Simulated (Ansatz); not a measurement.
## Ta3Sn (Pm-3n, No. 223, 8 atoms in the cell; start mp-30871)

All values below come from PBEsol in Ansatz (PAW).

Settings: plane-wave cutoff 520 eV, 10×10×10 k mesh, Fermi–Dirac smearing 0.05 eV, scalar-relativistic PAW data made under PBE.

Cell (relaxed at this level):

```yaml
crystal:
  lattice:
    - [5.26025, 0.00000, 0.00000]
    - [0.00000, 5.26025, 0.00000]
    - [0.00000, 0.00000, 5.26025]
  atoms:
    - { symbol: Ta, position: [0.25000, 0.00000, 0.50000] }
    - { symbol: Ta, position: [0.75000, 0.00000, 0.50000] }
    - { symbol: Ta, position: [0.50000, 0.75000, 0.00000] }
    - { symbol: Ta, position: [0.50000, 0.25000, 0.00000] }
    - { symbol: Ta, position: [0.00000, 0.50000, 0.75000] }
    - { symbol: Ta, position: [0.00000, 0.50000, 0.25000] }
    - { symbol: Sn, position: [0.00000, 0.00000, 0.00000] }
    - { symbol: Sn, position: [0.50000, 0.50000, 0.50000] }
```

For Ta3Sn (Pm-3n, No. 223, 8 atoms in the cell; start mp-30871), the band gap is zero (no gap) and the bulk modulus is 193 GPa.

Note: the relaxation could not lower the start's symmetry, so the cell can be a saddle point above a distorted one; the bulk modulus is −V dP/dV from two relaxed cells at ±2 % in volume.

Spin–orbit coupling is not included.

Computed values are for the static lattice.

Cost on a shared machine: around 4 core-minutes (rough).

A start named mp-… is a Materials Project structure, which need not be a measured phase.

Ansatz is a program for electronic structure.
